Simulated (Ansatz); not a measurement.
What uniaxial strain ε_zz = −2.50 % does to KCl

Start from KCl in the rock salt structure (space group Fm-3m, No. 225; a = 6.2427 Å). Axes: x, y, z lie along the cube axes.

Perturbation: uniaxial strain ε_zz = −2.50 %, all other strain components held at zero; the atoms relax in the strained cell.

Level of theory: PBEsol (Ansatz, an electronic-structure program; PAW; 420 eV plane waves; no spin-orbit coupling). Settings: 9×9×9 k-points, 0.05 eV Fermi–Dirac smearing.

```csv
quantity,base,changed,shift
volume per atom,30.41 Å³,29.65 Å³,-0.76 Å³
space group,Fm-3m (No. 225),I4/mmm (No. 139),–
energy relative to the base (free energy F),0 meV/atom,+2.9 meV/atom,+2.9 meV/atom
band gap,5.10 eV,5.17 eV,+0.064 eV
gap character,direct at Γ,direct at Γ,–
electron mass,0.43 mₑ (at Γ),"0.45 mₑ along z, 0.42 mₑ across (at Γ)",–
"valence-band top at Γ (three highest levels, from the VBM)","0.00, 0.00, 0.00 eV","0.00, -0.02, -0.02 eV",–
"valley order (the lowest conduction-band minima on the path, energy above the VBM, named in the base's zone)",Γ 5.10 eV; X along ⟨100⟩ 6.37 eV,Γ 5.17 eV; X along [001] 6.30 eV; X along [100] 6.34 eV,–
"stress (xx, yy, zz, yz, xz, xy; compression positive)",–,"(0.17, 0.17, 1.31, 0.00, 0.00, 0.00) GPa",–
```

Cost of the whole job for the changed cell (relaxation, final SCF and bands): very roughly 7 core-seconds.

Masses are band curvatures over ±0.01 Å⁻¹ around the edge. Stability against distortions was not tested. k-point labels follow each cell's own Brillouin zone.
